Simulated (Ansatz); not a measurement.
**A computed series for WC: pressure series**

Consider WC (space group P-6m2, No. 187; a = 2.8985 Å, c = 2.8277 Å).

Cell and atoms are relaxed at each pressure.

Level of theory: PBEsol (Ansatz, a program for electronic structure, PAW, spin-orbit coupling left out).

Notes on the quantities. enthalpy: H = E + PV relative to the base's energy.

```csv
case,volume per atom,c/a ratio,enthalpy
base,10.29 Å³,0.976,–
pressure −2 GPa,10.34 Å³,0.975,-0.13 eV/atom
pressure −1 GPa,10.31 Å³,0.975,-0.06 eV/atom
pressure 0.9 GPa,10.26 Å³,0.976,+0.06 eV/atom
pressure 2.1 GPa,10.23 Å³,0.976,+0.13 eV/atom
pressure 4.5 GPa,10.18 Å³,0.977,+0.29 eV/atom
pressure 9 GPa,10.07 Å³,0.977,+0.57 eV/atom
pressure 15 GPa,9.94 Å³,0.978,+0.95 eV/atom
pressure 22.5 GPa,9.79 Å³,0.980,+1.41 eV/atom
pressure 30 GPa,9.64 Å³,0.981,+1.86 eV/atom
```

Load acts through the strain it causes; cell and atoms are relaxed under it. Stability against distortions was not tested. No other phases were tried under pressure. All final runs are without spin polarisation.
